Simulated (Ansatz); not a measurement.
Checking a run of Ansatz (a quantum-chemistry and plane-wave program) on BaMg6V (P1, 8 atoms in the cell). The aim is a self-consistent single point with DFT, PBEsol, plane waves, PAW files made with PBE.

Cell that was meant: a = 5.2832 Å, b = 6.7542 Å, c = 6.7542 Å, α = 60.18°, β = 90.00°, γ = 90.00°.

Part of the input:

Ansatz 0.2 input:
```yaml
  ecutwfc: 420.0
kpoints:
  mp_grid:
    grid: [1, 1, 1]
hamiltonian:
  xc: pbesol
  pseudopotentials:
```

Output (repeated stretches shortened):

```
WARN ansatz: RAYON_NUM_THREADS=1 ignored (pool sized by the plan → 1); use --threads N
   [... lines left out ...]
PAW frozen core: V, regenerated for the run's functional, and the local potential with it
Initial density: superposition of atomic densities (chi_scale 0.1, normalization cell, long waves kept (reshape's long-wave potential 0.00 eV rms))
Starting moments: Σ|m| = 2 μB on 1 of 8 sites
Initial wavefunctions: pseudopotential atomic-orbital guess
Eigensolver: davidson
Functional: x = pbesol(κ = 0.804, μ = 0.12345679012345678), c = pbesol(β = 0.046)
SCF iter   1: F=—  HF=-20218.205256 eV  |F-HF|=—  |Δ(HF+E_count)|=         —  Δρ=1.92e-2 (↑1.92e-2 ↓1.55e-2)  dr2=9.07e0  dr2_m=8.51e-2  M=2.165 μB ∫|m|=2.370 μB  β_m=0.30  ethr=3.10e-3  ⟨swp⟩=8.0  Hψ=509  notcnv=0
Mixer restart at iter 1: flushing history
all-band conjugate gradients solve this SCF's bands
preconditioner: auto → Kerker (q_TF=auto, 2.339 Å⁻¹)
   [... lines left out ...]
SCF iter  13: F=—  HF=-20216.641998 eV  |F-HF|=—  |Δ(HF+E_count)|=   3.77e-8  Δρ=1.03e-6 (↑1.03e-6 ↓7.51e-7)  dr2=6.93e-9  dr2_m=5.00e-10  M=4.626 μB ∫|m|=4.739 μB  β_m=0.99  ethr=3.28e-10  ⟨swp⟩=2.5  Hψ=129  notcnv=0
SCF iter  14: F=-20216.641998 eV  HF=-20216.641998 eV  |F-HF|=6.37e-8  |Δ(HF+E_count)|=   4.71e-9  Δρ=4.30e-6 (↑4.30e-6 ↓5.04e-7)  dr2=6.96e-8  dr2_m=8.85e-9  M=4.626 μB ∫|m|=4.739 μB  ethr=8.35e-12  ⟨swp⟩=5.0  Hψ=439  notcnv=0
SCF 1 converged in 14 iterations: F = -20216.641998 eV  dr2 = 6.96e-8
no probe read this state for a lower one beside it …
Magnetization: 4.6255 μB (43.8128 up, 39.1872 down)
Absolute magnetization: 4.7391 μB (∫|ρ↑−ρ↓|, with the PAW one-centre terms)
Spin contamination: 0.1890 ħ² per cell (⟨S²⟩ above its minimum at these occupations)
   [... lines left out ...]
Free energy (F): -20216.641998 eV
Fermi energy:    5.903883 eV
   [... lines left out ...]
  atom   8  V      0.00639177     0.07968674    -0.05467737
--- Stress (GPa, compression-positive) ---
       -5.775076      -0.042562      -0.268510
       -0.042562       2.462836      -0.025438
       -0.268510      -0.025438       4.395562
  P = ⅓ Tr σ = 0.3611 GPa (3.611 kbar)
  The stress holds the Pulay correction. Without it, at fixed plane waves, as pw.x and ABINIT print it: P = 0.3492 GPa
```

Task: Can these results be used? Check the input.

Result: The run is not sound. The fault is a single k-point for a small metallic cell. One k-point cannot sample the Fermi surface of a small cell. To fix it, use a converged k-point mesh. The run converged in 14 iterations without an error; against the sound input the free energy goes up by 154 meV/atom, the pressure goes from -1.14 to 0.36 GPa, the largest force goes from 0.171 to 0.435 eV/Å and the size of the net moment goes from 0.45 to 0.58 μB/atom.

An input that runs soundly differs in these lines (not the only fix; some lines may just follow from the change or write a value another way):
```diff
-    grid: [1, 1, 1]
+    grid: [3, 3, 3]
```

With that input, the run converged in 13 iterations: free energy E − TS (on the zero of these files) -20217.8730 eV; Fermi level (on the code's own zero) 6.34 eV; pressure -1.14 GPa; largest force (vector length) 0.171 eV/Å; size of the cell's spin moment 3.61 μB (DFT, PBEsol, plane waves, PAW files made with PBE).

On the sound input: the starting cell comes from a database of computed structures (which also holds hypothetical and non-ambient phases and stackings), without a prior relaxation at this level. Its atoms were displaced at random from the sites of space group no. 38. With one magnetic atom in the cell only a parallel order is possible. Ansatz's pressure includes its estimate of the finite-basis (Pulay) stress. Without a gap this mesh is coarse (it stands for a supercell whose shortest vector is 16 Å).
